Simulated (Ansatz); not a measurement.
# Effect of biaxial strain −2.33 %, plane normal [110], relaxed out of plane on hypothetical Pm-3m VN

Start from VN (space group Pm-3m, No. 221; a = 3.9012 Å; a hypothetical phase, not in the database extracts checked). Axes: x, y, z lie along the cube axes.

One thing is altered: biaxial strain −2.33 %, plane normal [110], relaxed out of plane (Cartesian); in-plane vectors clamped, the third vector and the atoms free.

Calculations: Ansatz (a program for electronic structure), PBEsol, PAW, cutoff 420 eV, no spin-orbit coupling. Γ-centred 12×12×12 mesh, Fermi–Dirac width 0.05 eV.

The volume per atom shrinks by 0.21 Å³ to 9.69 Å³ and the space group changes from Pm-3m (No. 221) to Cmmm (No. 65). The shortest interatomic distance decreases by 0.0454 Å (1.951 Å → 1.905 Å) and the energy goes up by 13 meV/atom. The band gap is still zero and the out-of-plane strain amounts to +2.62 % (rough). The mean in-plane stress (compression positive) amounts to +10.0 GPa (rough).

Final structure (turned so that z lies along the plane normal):

```
CELL_PARAMETERS angstrom
      3.81027     0.00000     0.00000
      0.00000     5.38853     0.00000
      0.00000     2.69427     2.83082
ATOMIC_POSITIONS crystal
  V  0.50000 0.50000 0.50000
  V  0.50000 0.00000 0.50000
  V  0.00000 0.50000 0.00000
  N  0.00000 0.00000 0.50000
  N  0.00000 0.50000 0.50000
  N  0.50000 0.00000 0.00000
```

Without a gap, meshes like the base's 12×12×12 leave anisotropic stresses uncertain by several tenths of a GPa, and small strain energies with them. Whether these cells are dynamically stable was not tested. Starting moments died away, wholly or in part, for the base; another magnetic solution may exist. The final runs are not spin-polarised.
